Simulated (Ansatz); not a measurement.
## How the equilibrium volume per atom of MnSi2 (model structure, started from the Al2Cu type, I4/mcm, No. 140, 6 atoms in the cell) moves with the method

No measured value is used here.

```tsv
level (code)	value (Å³/atom)
PBE (Ansatz)	12.54
PBEsol (Ansatz)	12.21
PBE-D3(BJ) (Ansatz)	12.16
```

PBE, PBEsol, PBE-D3(BJ): the starting moments vanished in the run, and other orders were not tried. Ansatz's density-functional and Hartree–Fock values are scalar-relativistic unless marked +SOC, with PAW data made under PBE.

A model structure was made by putting elements into a prototype or built by hand; it is no filed structure, need not be a known phase, and can be a saddle point held by its symmetry.

Ansatz is a first-principles code.
